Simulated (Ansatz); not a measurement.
Cell and atoms of amorphous Si$_{30}$N$_{40}$Ti:

```xyz
71
Lattice="9.2895 0.0000 0.0000 0.0000 9.2895 0.0000 0.0000 0.0000 9.2895" Properties=species:S:1:pos:R:3 pbc="T T T"
Si     8.8275     2.0394     0.0668
Si     3.9031     2.3391     1.1816
Si     9.2654     0.2725     2.3940
Si     8.5745     6.8264     8.2563
Si     7.7334     6.9177     2.1374
Si     7.1854     8.9679     0.2327
Si     4.2313     4.5963     8.8820
Si     4.3909     6.3614     6.2846
Si     2.4950     7.9186     6.7528
Si     5.9541     5.0064     3.6464
Si     0.9470     3.1432     2.2974
Si     4.3667     9.1484     8.6867
Si     6.0371     2.2466     8.3263
Si     1.4445     0.4758     5.0532
Si     5.2615     2.5883     3.7590
Si     0.5137     5.3629     3.3910
Si     4.2124     0.2349     3.4405
Si     4.9914     7.0314     1.4237
Si     2.1019     3.4326     5.1955
Si     2.4095     7.8551     2.7784
Si     8.4572     3.2665     6.8217
Si     9.1012     4.9707     0.2914
Si     6.4552     4.9938     6.8526
Si     7.4804     6.8574     5.3163
Si     1.8391     2.4878     7.5320
Si     5.5482     0.0051     6.0520
Si     3.2362     4.8944     2.3684
Si     8.5826     9.2003     6.6591
Si     1.7801     5.1004     7.4198
Si     1.9548     0.1397     0.1400
N      7.1700     8.5001     5.7325
N      2.1845     1.7605     5.9583
N      2.0879     6.1202     3.0956
N      0.9371     8.5532     6.2187
N      5.0486     3.1808     0.1493
N      6.7580     3.4587     3.8746
N      7.9511     6.2560     0.5050
N      2.6287     9.0680     4.0359
N      5.2747     0.8389     7.5593
N      2.5757     3.3570     1.7776
N      6.1822     6.3171     2.5117
N      2.8245     8.3413     8.3673
N      1.0003     1.3724     8.6237
N      5.9205     5.8252     5.2641
N      2.7976     3.9063     8.1730
N      4.2849     8.0586     6.1573
N      0.0968     0.7212     4.0276
N      0.6918     3.6207     4.0082
N      8.4821     6.4550     3.8060
N      0.9375     3.7969     6.6293
N      0.7846     5.9816     8.4959
N      4.4692     4.2419     3.3853
N      7.8565     8.6395     1.8488
N      5.2047     1.0217     4.7074
N      5.0430     5.5309     7.6523
N      8.3225     8.4962     8.2473
N      3.9544     5.6901     0.9514
N      6.6477     3.3685     7.1628
N      9.2366     1.8849     1.7371
N      1.3399     8.7070     1.6300
N      2.6506     6.2059     6.4086
N      7.8646     6.0410     6.8357
N      8.4528     1.5805     6.3954
N      0.1816     4.6175     1.8697
N      8.7415     3.5796     8.6856
N      3.4288     0.9903     0.3197
N      5.6042     8.1705     0.2049
N      7.2370     1.3829     9.2563
N      4.6613     1.6169     2.4956
N      4.0957     8.0429     2.4642
Ti     8.2885     2.3927     4.5247
```

All values below come from PBE, scalar-relativistic without spin-orbit coupling (plane waves to 420 eV, PAW; Ansatz, a first-principles code). The usual formal charges leave 4 electrons over, so the level spacing at the Fermi energy parts defect or band states and needn't be the band gap.

The cell was made by melting and quenching with the CHGNet potential and then relaxed with DFT. N atoms were pushed apart under 1.9 Å during the dynamics, to hinder bonds among them. The hot cell started wider than the set density and was brought back towards it in steps. It is the lowest in DFT energy of 2 quenches. It is a model cell: composition and starting density were chosen by hand, and all elements were melted together. No dispersion term was used. Its density started from a set value of 3.00 and ended at 3.00 g/cm³. The simulated quench (nominally 380 K/ps over its main leg) is rapid and tends to freeze in more defects than a deposited or slowly cooled glass has. One small periodic cell is one sample of the glass; other quenches scatter about these values. The volume was held where the preparation left it, at a PBE pressure of 2.2 GPa. Stress components on the final sampling reach 3.7 GPa. Cycles of charging lowered its energy after that relaxation.

Neighbours within Si-Si 2.60 Å, Si-N 2.08 Å, Si-Ti 2.78 Å, N-N 1.70 Å, N-Ti 2.54 Å, Ti-Ti 3.12 Å count as bonded. Two cations that share two anions don't count as bonded, nor two that share one unless they lie closer than Si-Si 2.38 Å, Si-Ti 2.71 Å, Ti-Ti 3.04 Å.

**Question.** Give the coordination numbers, mean bond lengths and angles.

**Answer.** 
```
Property                                                                                              Value
---------------------------------  ------------------------------------------------------------------------
Mean coordination of Si by anions  3.97 (1 with 3, 29 with 4); 1 close contacts or bonds to cations besides
Mean coordination of N                                                           3.08 (37 with 3, 3 with 4)
Mean coordination of Ti by anions             4.00 (1 with 4); 1 close contacts or bonds to cations besides
Mean Si-N bond                                                        1.763 Å (spread 0.054 Å, 119 counted)
Mean N-Ti bond                                                          2.059 Å (spread 0.064 Å, 4 counted)
Bond angle at Si                                                                  mean 108.9°, spread 14.2°
Bond angle at N                                                                   mean 116.0°, spread 16.2°
Bond angle at Ti                                                                  mean 100.2°, spread 25.5°
```

**Question.** Which atoms depart from the most common coordination of their element?

**Answer.** Si19 has 3 (N32 1.84 Å, N48 1.85 Å, N50 1.88 Å); Si21 has 5 (N63 1.74 Å, N58 1.84 Å, N50 1.86 Å, N65 1.91 Å, Ti71 2.46 Å); N44 has 4 (Si10 1.81 Å, Si23 1.87 Å, Si24 1.87 Å, Si8 1.92 Å); N48 has 4 (Si11 1.79 Å, Si19 1.85 Å, Si16 1.86 Å, Ti71 2.15 Å); N50 has 4 (Si29 1.74 Å, Si25 1.83 Å, Si21 1.86 Å, Si19 1.88 Å).

**Question.** List the pairs of like atoms that count as bonded by the rules above.

**Answer.** There are none by these rules.
